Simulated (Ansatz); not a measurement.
**F interstitial (metastable anatase TiO2 host)**

Calculation: PBE, PAW (plane waves to 420 eV; Ansatz, a first-principles code). Cell: 108 sites, 3×3×1 repeats of a cell of 12 atoms; final energies on a 2×2×2 shifted mesh. Site at the start: void with 4O nearest, no. 1. Energies of charged states are corrected for periodic images (point charge plus alignment at distant sites). Dielectric constants: PBE linear response of the host. Host gap at this level: 2.13 eV. Finite-size and sampling errors can reach tenths of an eV here. The semilocal functional narrows the gap, so deep levels can fall outside it. Spin–orbit coupling is left out, and no Hubbard U is applied to the open shells. Each state is the lowest found from its start.

The name describes the start; the neighbours show where the atoms ended.

Charges with a result: +1, 0, −1. Others weren't obtained, and one of them could lie lower, also by skipping a charge.

| charge | moment (μB) | largest move off a lattice site (Å) | neighbours of the last F atom of the defect at the end (Å) | image correction with alignment (eV) |
|---|---|---|---|---|
| +1 | not spin-polarised | 0.33 | O 1.50, Ti 2.21 | 0.10 |
| 0 | 1.0 | 0.69 | O 1.98, Ti 2.11, Ti 2.14 | 0.00 |
| −1 | not spin-polarised | 0.75 | Ti 2.06, Ti 2.06, O 2.15 | -0.06 |

No other site or start that was run ended lower by more than 0.1 eV.

Transition levels above the valence-band maximum: ε(+1/0) = 0.20 eV; ε(0/−1) = 0.56 eV. On the lower envelope of the bound states, inside the gap: (+1/0) at 0.20 eV; (0/−1) at 0.56 eV.

Flagged in the runs: a host whose relaxation on this sampling wasn't shown to rest, a strain field that reaches the edge of the cell.
